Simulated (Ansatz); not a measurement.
MgZnO2 (R-3m, No. 166, 4 atoms in the cell; start mp-1221939) was calculated with PBEsol in Ansatz (plane waves, PAW).

Settings: plane-wave cutoff 520 eV, 14×14×14 k mesh, Fermi–Dirac smearing 0.01 eV, scalar-relativistic PAW data made under PBE.

Cell (relaxed at this level):

Space group R-3m, hexagonal axes (No. 166); a = b = 3.006 Å, c = 14.608 Å, α = β = 90.00°, γ = 120.00°

```json
[
 {"atom": "Mg", "site": "3a", "symmetry": "-3m", "x": "0.0000", "y": "0.0000", "z": "0.0000"},
 {"atom": "Zn", "site": "3b", "symmetry": "-3m", "x": "0.0000", "y": "0.0000", "z": "0.5000"},
 {"atom": "O", "site": "6c", "symmetry": "3m", "x": "0.0000", "y": "0.0000", "z": "0.2521"}
]
```
(The calculation used a cell of 4 atoms; values per cell refer to that cell.)

### Question
What does this level give for the band gap and smallest direct gap on the k points sampled?

### Answer

- band gap = 2.58 eV (indirect)
- smallest direct gap on the k points sampled = 2.91 eV

Cost on a shared machine: about 25 core-seconds (a rough figure).

A start named mp-… is a Materials Project structure, which need not be a measured phase.

Ansatz is an electronic-structure program.
